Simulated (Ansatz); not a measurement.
# A computed series for Ta: response to strain

Consider Ta in the bcc (W type) structure (space group Im-3m, No. 229; a = 3.2823 Å; relaxed with 0.1 eV smearing).

Strains are applied to the cell and any free atomic positions relax.

Computed with plane-wave PAW DFT at the PBEsol level (Ansatz, a quantum-chemistry and plane-wave program, 420 eV), no spin-orbit coupling.

Notes on the quantities. energy relative to the base: free energy F.

```
variant                   energy relative to the base   pressure  volume per atom
------------------------  ---------------------------  ---------  ---------------
base                                       0 meV/atom    0.0 GPa         17.68 Å³
isotropic strain −3.00 %                +100 meV/atom   22.4 GPa         16.14 Å³
isotropic strain −2.00 %                 +43 meV/atom   14.0 GPa         16.64 Å³
isotropic strain −1.50 %                 +24 meV/atom   10.2 GPa         16.90 Å³
isotropic strain −1.00 %                 +11 meV/atom    6.6 GPa         17.16 Å³
isotropic strain −0.50 %                +2.6 meV/atom    3.2 GPa         17.42 Å³
isotropic strain +1.00 %                 +10 meV/atom   -5.8 GPa         18.22 Å³
isotropic strain +1.50 %                 +22 meV/atom   -8.5 GPa         18.49 Å³
isotropic strain +2.00 %                            ?          ?         18.76 Å³
isotropic strain +2.50 %                 +60 meV/atom  -13.3 GPa         19.04 Å³
```

Complete the table.


- isotropic strain +2.00 %, energy relative to the base: +39 meV/atom
- isotropic strain +2.00 %, pressure: -11.0 GPa

Whether these cells are dynamically stable was not tested. All final runs are without spin polarisation.
